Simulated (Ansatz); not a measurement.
Consider Ga-vacancy pair (Ga on one host Al site, one Al site vacant) in zinc-blende AlP, charge state -3. These are PBE, PAW (plane waves to 420 eV; Ansatz, an electronic-structure program) values and carry that method's errors.

Cell of 64 host sites held at the relaxed PBE lattice; a 2×2×2 k-point mesh shifted by half a step; Fermi-Dirac width 0.01 eV, spin-restricted; finite-size errors left in. Static, classical nuclei. The charge state is imposed; whether it is stable for some Fermi level was not computed. Forms of the defect that were not tried may lie lower.

Barriers: single points on a 3×3×3 k-point mesh shifted by half a step at the bands' geometries.

The step: one Al atom jumps into the vacancy from a nearby Al site (Ga-vacancy distance between ideal sites 3.90 Å throughout). Atoms about the jump, Cartesian Å from the middle of the jump, before and after:

```json
[
 {"atom": "Al1", "x0": "-1.31", "y0": "-1.31", "z0": "0.00", "x1": "1.31", "y1": "1.31", "z1": "0.00"},
 {"atom": "P2", "x0": "0.10", "y0": "0.11", "z0": "-1.20", "x1": "-0.11", "y1": "-0.10", "z1": "-1.20"},
 {"atom": "P3", "x0": "2.67", "y0": "0.09", "z0": "1.36", "x1": "2.73", "y1": "-0.01", "z1": "1.44"},
 {"atom": "P4", "x0": "0.01", "y0": "-2.73", "z0": "1.44", "x1": "-0.09", "y1": "-2.67", "z1": "1.36"},
 {"atom": "P5", "x0": "0.09", "y0": "2.66", "z0": "1.36", "x1": "-0.01", "y1": "2.73", "z1": "1.45"},
 {"atom": "P6", "x0": "-2.73", "y0": "0.01", "z0": "1.45", "x1": "-2.66", "y1": "-0.09", "z1": "1.36"},
 {"atom": "Al7", "x0": "1.46", "y0": "-1.31", "z0": "2.77", "x1": "1.31", "y1": "-1.46", "z1": "2.76"},
 {"atom": "Al8", "x0": "-1.31", "y0": "1.45", "z0": "2.77", "x1": "-1.45", "y1": "1.31", "z1": "2.77"},
 {"atom": "P9", "x0": "0.01", "y0": "0.01", "z0": "4.18", "x1": "-0.01", "y1": "-0.01", "z1": "4.18"},
 {"atom": "Ga10", "x0": "1.30", "y0": "-1.31", "z0": "-2.61", "x1": "1.31", "y1": "-1.30", "z1": "-2.62"}
]
```

Q: Predict the transition state.

A: 
```json
[
 {"atom": "Al1", "x": "0.03", "y": "-0.01", "z": "0.71"},
 {"atom": "P2", "x": "-0.01", "y": "-0.01", "z": "-1.55"},
 {"atom": "P3", "x": "2.57", "y": "-0.06", "z": "1.44"},
 {"atom": "P4", "x": "0.06", "y": "-2.57", "z": "1.44"},
 {"atom": "P5", "x": "-0.04", "y": "2.56", "z": "1.44"},
 {"atom": "P6", "x": "-2.56", "y": "0.04", "z": "1.43"},
 {"atom": "Al7", "x": "1.48", "y": "-1.49", "z": "2.96"},
 {"atom": "Al8", "x": "-1.47", "y": "1.47", "z": "2.95"},
 {"atom": "P9", "x": "0.01", "y": "-0.01", "z": "4.22"},
 {"atom": "Ga10", "x": "1.38", "y": "-1.38", "z": "-2.73"}
]
```
It lies 1.66 eV above the start and 1.66 eV above the end. The saddle point's order was not checked, and it lies on a symmetry element of the cell, where a band can be held.
